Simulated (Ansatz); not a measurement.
ScSi (Cmcm), PBEsol, DFPT electron-phonon coupling, linearised Boltzmann equation run with Ansatz (an electronic-structure program): phonon-limited resistivity 8.67 μΩ·cm at 300 K along z (a = (1.97, -4.91, 0.00) Å; b = (1.97, 4.91, 0.00) Å; c = (0.00, 0.00, 3.64) Å), 12.2 μΩ·cm at 400 K, current-weighted mean free path 8.5 nm, Drude plasma energy 5.67 eV.

### Question
Estimate the resistivity of a 20 nm square wire with diffuse walls from ρ ≈ ρ₀(1 + 3ℓ/4d).

### Answer
1 + 0.75 × 8.5/20 = 1.32, so ρ ≈ 11.4 μΩ·cm and a line 1 μm long has 286 Ω. The formula is the free-electron limit for d well above ℓ; grain boundaries add to it.

### Question
What temperature coefficient of resistance follows, and how does it compare with 1/T?

### Answer
(ρ₄₀₀ − ρ₃₀₀)/(100 K × ρ₃₀₀) = 4.07×10⁻³ K⁻¹, against 1/T = 3.33×10⁻³ K⁻¹ for a resistivity proportional to T. It lies higher because phonons are still being populated at 300 K; impurities would add a constant and lower it.

### Question
Estimate the electronic thermal conductivity at 300 K by the Wiedemann-Franz law (L₀ = 2.44×10⁻⁸ W·Ω/K²).

### Answer
L₀T/ρ = 2.44×10⁻⁸ × 300/(8.67×10⁻⁸) = 84.4 W/(m·K). Inelastic scattering puts the true Lorenz number somewhat under L₀ near and below the Debye temperature.

A metal at this level (no band gap). Only scattering by harmonic phonons is included (no impurities, grain boundaries, electron-electron scattering or thermal expansion). Spin-orbit coupling is left out. The run warned that the eigensolver left some states short of its tolerance. Halving the electron mesh (24x24x24) moves the resistivity by up to 4 % at 300 K, the mean free path by up to 2 %. Smearing 0.20 eV; phonons on a 4x4x4 q mesh, which this run doesn't test.

Computed structure with no diffraction record at hand here (it may be known, metastable or hypothetical): ScSi (Cmcm).
